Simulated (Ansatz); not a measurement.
The reference is Nb in the bcc (W type) structure (space group Im-3m, No. 229; a = 3.273 Å; relaxed with 0.1 eV smearing).

Method: PBEsol (Ansatz, a program for electronic structure, PAW, no SOC).

For the base:

The pressure is 0.0 GPa.

It is then changed as follows: an isotropic linear strain of −2.00 %; the atoms relax in the strained cell.

### Question
How does this affect the energy relative to the base and pressure?

### Answer
The energy rises by 38 meV/atom; the pressure goes from zero to 12.2 GPa.

Whether these cells are dynamically stable was not tested. The final runs are not spin-polarised.
